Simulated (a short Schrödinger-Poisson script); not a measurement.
Structure: MOS inversion layer, Al2O3 on p-type Si(111), at 300 K.

```tsv
layer	material	thickness (nm)	Na (cm⁻³)
1	Al2O3	4.1	-
2	Si	200	4.5e18
```

Constants are typed, rounded textbook-type inputs, not results; the design itself was drawn at random and stands for no fabricated device. Al2O3: permittivity 9, conduction-band edge (eV) 2.7, gap (eV) 6.8, electron mass (mₑ) 0.3. Si: permittivity 11.7, conduction-band edge (eV) 0, gap (eV) 1.124, Nv at 300 K (cm⁻³) 3.1e19.

Channel valleys (confinement mass, in-plane density-of-states mass, number): Δ6 0.258, 0.358, 6. At the gate the conduction-band edge of layer 1 lies 2.97 eV − eVg above the Fermi level of the channel; the field vanishes at the back. Gaps are held at their typed values at every temperature. Mesh 0.03 nm at interfaces.

From a short Schrödinger-Poisson script (our own, NumPy): 1D Poisson equation in equilibrium, electrons classical, Boltzmann, parabolic valleys, classical holes, full ionisation, no traps, pinning or gate leakage.

The same stack at other levels of the model or other numerical settings:

| run | sheet density of all electrons at Vg = 1.6 V (cm⁻²) | sheet density of all electrons at Vg = 1 V (cm⁻²) | capacitance at Vg = 1.6 V (μF/cm²) | centroid of the channel electrons at Vg = 1.6 V (nm) | rough cost against the base |
|---|---|---|---|---|---|
| base | 7.16e12 | 8.52e11 | 1.83 | 0.19 | about 1 |
| electrons treated as classical, Fermi-Dirac | 6.57e12 | 7.91e11 | 1.71 | 0.30 | 6 |
| electrons treated as quantum, Hartree | 4.01e12 | 9.36e9 | 1.56 | 1.32 | 30 |
| mesh six times as coarse | 6.89e12 | 7.46e11 | 1.80 | 0.28 | 0.6 |

The classical rows ignore confinement, and Boltzmann statistics overrate the density once the band edge passes the Fermi level.
